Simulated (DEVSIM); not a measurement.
Structure: abrupt Si n-p junction, at 350 K.

| layer (left to right) | material | thickness (μm) | Nd (cm⁻³) | Na (cm⁻³) | τn (s) | τp (s) |
|---|---|---|---|---|---|---|
| 1 | Si | 26.0 | 1.1e19 | - | 0.00057 | 0.00057 |
| 2 | Si | 27.0 | - | 3.1e16 | 0.00057 | 0.00057 |

Left contact: ohmic. Right contact: ohmic. Voltage is applied to the left contact. Recombination: SRH at mid-gap, Auger. Gap narrowing is on: ΔEg = 6.92 meV × (l + √(l² + 0.5)), l = ln(N/1.3e17 cm⁻³), shared equally by both band edges. Mobility is constant in doping.

Constants are typed, rounded textbook-type inputs, not results; the design itself was drawn at random and stands for no fabricated device. Values at 300 K; Nc and Nv go as T^1.5, mobilities as T to minus their exponent, the gap by Varshni's rule with the affinity fixed.

```
parameter               Si
----------------  --------
gap (eV)             1.124
affinity (eV)         4.05
permittivity          11.7
Nc (cm⁻³)          2.86e19
Nv (cm⁻³)           3.1e19
μn (cm²/Vs)           1417
μp (cm²/Vs)            470
T exponent of μn       2.3
T exponent of μp       2.2
Cn (cm⁶/s)         2.8e-31
Cp (cm⁶/s)         9.9e-32
Varshni α (eV/K)  0.000473
Varshni β (K)          636
```

Simulated with DEVSIM: 1D drift-diffusion, Boltzmann statistics, complete ionisation; no tunnelling, impact ionisation, image-force lowering or self-heating.

Task: Tabulate band edges, carrier densities and field at zero bias.

Result: Energies count from the Fermi level of the right contact; mesh points crowd at the junctions.

| x (μm) | Ec (eV) | Ev (eV) | n (cm⁻³) | p (cm⁻³) | field (V/cm) |
|---|---|---|---|---|---|
| 0.000 | 0.036 | -1.013 | 1.1e19 | 100000 | ≈ 0 |
| 0.04820 | 0.036 | -1.013 | 1.1e19 | 100000 | ≈ 0 |
| 0.1930 | 0.036 | -1.013 | 1.1e19 | 100000 | ≈ 0 |
| 0.6281 | 0.036 | -1.013 | 1.1e19 | 100000 | ≈ 0 |
| 2.804 | 0.036 | -1.013 | 1.1e19 | 100000 | ≈ 0 |
| 8.471 | 0.036 | -1.013 | 1.1e19 | 100000 | ≈ 0 |
| 19.24 | 0.036 | -1.013 | 1.1e19 | 100000 | ≈ 0 |
| 24.46 | 0.036 | -1.013 | 1.1e19 | 100000 | ≈ 0 |
| 25.50 | 0.036 | -1.013 | 1.1e19 | 100000 | ≈ 0 |
| 25.85 | 0.036 | -1.013 | 1.1e19 | 100000 | ≈ 0 |
| 25.97 | 0.036 | -1.013 | 1.1e19 | 100000 | ≈ 0 |
| 26.02 | 0.276 | -0.834 | 3.9e15 | 3.8e7 | 75000 |
| 26.11 | 0.754 | -0.356 | 5.0e8 | 2.9e14 | 33000 |
| 26.38 | 0.894 | -0.215 | 4800000 | 3.1e16 | ≈ 0 |
| 27.71 | 0.894 | -0.215 | 4800000 | 3.1e16 | ≈ 0 |
| 31.19 | 0.894 | -0.215 | 4800000 | 3.1e16 | ≈ 0 |
| 41.06 | 0.894 | -0.215 | 4800000 | 3.1e16 | ≈ 0 |
| 49.04 | 0.894 | -0.215 | 4800000 | 3.1e16 | ≈ 0 |
| 52.10 | 0.894 | -0.215 | 4800000 | 3.1e16 | ≈ 0 |
| 52.72 | 0.894 | -0.215 | 4800000 | 3.1e16 | ≈ 0 |
| 52.92 | 0.894 | -0.215 | 4800000 | 3.1e16 | ≈ 0 |
| 53.00 | 0.894 | -0.215 | 4800000 | 3.1e16 | ≈ 0 |
